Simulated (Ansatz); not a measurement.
Defect: P-vacancy pair (P on one host Si site, one Si site vacant) in silicon, charge state +1. Level of theory: PBE, PAW (plane waves to 420 eV; Ansatz, a quantum-chemistry and plane-wave program).

216-site cell at the relaxed PBE lattice, one k-point at (0.250, 0.250, 0.250), smearing 0.01 eV, spin-restricted, no finite-size correction. No zero-point or tunnelling terms. The charge state is imposed; whether it is stable for some Fermi level was not computed. Forms of the defect that were not tried may lie lower.

Barriers: single points on a 2×2×2 k-point mesh shifted by half a step at the bands' geometries (they differ from the bands' own by up to 0.09 eV, and are uncertain by about as much).

A. a nearby Si atom hops onto the vacant site (P-vacancy distance between ideal sites 2.37 → 3.87 Å); the atom moves 1.96 Å along (0.16, -0.25, -0.20) of the unit cell; the moving atom starts with neighbours Si at 2.35, 2 Si at 2.39 Å and ends with P at 2.35; Si at 2.40, Si at 2.49 Å; saddle order not checked.
B. direct exchange of P with the vacancy (P-vacancy distance between ideal sites 2.37 Å throughout); the atom moves 2.21 Å along (0.23, 0.23, 0.23) of the unit cell; the moving atom starts with neighbours 3 Si at 2.32 Å and ends with 3 Si at 2.32 Å; saddle order not checked, on a symmetry element.

A band can be held on a symmetry element, so unchecked saddle points there may be too high.

**Question.** Order them by forward barrier (lowest first) at the level PBE, PAW.

**Answer.** A (0.76 eV), B (1.43 eV)
